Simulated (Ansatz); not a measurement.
A zone-centre phonon calculation of AlP (Pm-3m, 2 atoms in the cell) with Ansatz (a first-principles code).

Level of theory: PBE (plane waves, PAW; Ansatz).

```
AlP
1.0
    2.93904     0.00000     0.00000
    0.00000     2.93904     0.00000
    0.00000     0.00000     2.93904
Al P
1 1
Cartesian
  0.00000   0.00000   0.00000
  1.46952   1.46952   1.46952
```

Reference input (self-consistent single point, DFT, PBE, plane waves, default PAW files): basis.ecutwfc = 420 eV; kpoints.mp_grid.grid = 8 8 8; hamiltonian.xc = pbe; hamiltonian.pseudopotentials = {kind: paw} (the program's default PAW files); scf.occupations.method = gaussian; scf.occupations.width = 0.1 eV. This run's input differs from it in these lines:

Ansatz 0.2 input:
```diff
@@ -10,3 +10,3 @@
 basis:
-  ecutwfc: 420.0
+  ecutwfc: 295.0
 kpoints:
@@ -18,6 +18,4 @@
   occupations: { method: gaussian, width: 0.1 }
-output:
-  forces: true
-  eigenvalues: true
-  stress: true
+phonons:
+  method: dfpt
```

Output, abridged:

```
SCF iter   1: F=—  HF=-1292.568791 eV  |F-HF|=—  |Δ(HF+E_count)|=         —  Δρ=5.24e-3  dr2=1.01e-2  ethr=1.77e-3  ⟨swp⟩=5.4  Hψ=4757  notcnv=0
all-band conjugate gradients solve this SCF's bands
preconditioner: auto → none
SCF iter   2: F=—  HF=-1292.565371 eV  |F-HF|=—  |Δ(HF+E_count)|=   3.42e-3  Δρ=1.30e-3  dr2=1.17e-4  ethr=1.26e-4  ⟨swp⟩=1.3  Hψ=1263  notcnv=0
SCF iter   3: F=—  HF=-1292.565524 eV  |F-HF|=—  |Δ(HF+E_count)|=   1.53e-4  Δρ=6.21e-4  dr2=2.38e-5  ethr=1.46e-6  ⟨swp⟩=1.9  Hψ=781  notcnv=0
SCF iter   4: F=—  HF=-1292.565572 eV  |F-HF|=—  |Δ(HF+E_count)|=   4.85e-5  Δρ=2.61e-5  dr2=4.91e-8  ethr=2.97e-7  ⟨swp⟩=2.3  Hψ=884  notcnv=0
SCF iter   5: F=—  HF=-1292.565573 eV  |F-HF|=—  |Δ(HF+E_count)|=   8.38e-7  Δρ=1.95e-6  dr2=8.33e-10  ethr=6.14e-10  ⟨swp⟩=2.6  Hψ=893  notcnv=0
SCF iter   6: F=-1292.565573 eV  HF=-1292.565573 eV  |F-HF|=9.09e-13  |Δ(HF+E_count)|=  2.70e-10  Δρ=1.45e-7  dr2=3.07e-12  ethr=1.00e-12  ⟨swp⟩=4.8  Hψ=2994  notcnv=0
SCF 1 converged in 6 iterations: F = -1292.565573 eV  dr2 = 3.07e-12
DFPT response loops at Γ: preconditioner auto → Kerker (q_TF=auto, 2.251 Å⁻¹) (partly filled bands, converged f_vac=0.000) …
Free energy (F): -1292.565573 eV
Internal energy: -1292.560288 eV  (E = F + TS)
E sigma→0 (E₀):  -1292.562930 eV
Entropy (-TS):   -0.005285 eV (-2.643 meV/atom)
Fermi energy:    12.055550 eV
--- Phonons (Γ-DFPT): 2 representative perturbations + reference, on 75 of 512 k-points (Σ response iterations 6) ---
  k mesh reduced under 8 symmetry operations, with k and −k counted as one. Each operation leaves every solved perturbation unchanged …
  ASR residual: 1.630e-4 → 0.000e0 eV/Å²; symmetrization residual: 7.747e-7 eV/Å²
  ASR residual per site (eV/Å²): 1.63e-4 2.35e-5
  Γ frequencies (cm⁻¹): 0.00 0.00 0.00 293.83 293.83 293.83
  non-analytic LO–TO correction: not included (Born effective charges unavailable; polar crystals: no LO–TO splitting at Γ)
```

The run converged in 6 iterations. 

Summary of the result:
```
Property                                                                  Result
--------------------------------------------------------  ----------------------
Free energy E − TS (on the zero of these files)                    -1292.5656 eV
Fermi level (on the code's own zero)                                    12.06 eV
Zone-centre frequencies (cm⁻¹; negative means imaginary)  0, 0, 0, 294, 294, 294
```

The starting cell was generated: these elements placed on a structure prototype, without a prior relaxation; it need not be a known phase or ordering of this composition. The cutoff lies below the one recommended for these files.
